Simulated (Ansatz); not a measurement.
Formation energy of the bound charge states of Al vacancy + O on the N site (V_Al+O_N) in wurtzite AlN (start: the Al site; N 1.91 Å away, along c; 96-site cell, 2×2×2 shifted sampling) against the Fermi level, N-rich (Δμ(Al) = -2.74 eV, Δμ(N) = 0.00 eV, Δμ(O) = -3.14 eV, bounded by corundum; only phases computed here count, gases as isolated molecules at 0 K). Method: PBE, PAW (plane waves to 420 eV; Ansatz, an electronic-structure program).

Cell and caveats: 96-site cell; 2×2×2 shifted k-points; host gap 4.03 eV; charged states image-corrected; corrections pass 1 eV, so highly charged states may be off by several tenths; flagged in the runs: a host whose relaxation on this sampling wasn't shown to rest, a strain field that reaches the edge of the cell.

Left out: charge +1 (level within 0.1 eV of a band edge or past it).

```tsv
E_F − E_VBM (eV)	q = 0	q = −1	q = −2
0.00	4.77	5.90	7.86
0.50	4.77	5.40	6.85
1.01	4.77	4.89	5.85
1.51	4.77	4.39	4.84
2.02	4.77	3.89	3.83
2.52	4.77	3.38	2.82
3.03	4.77	2.88	1.81
3.53	4.77	2.37	0.80
4.03	4.77	1.87	-0.21
```

Crossings of the lowest lines: (0/−1) at 1.13 eV; (−1/−2) at 1.96 eV.
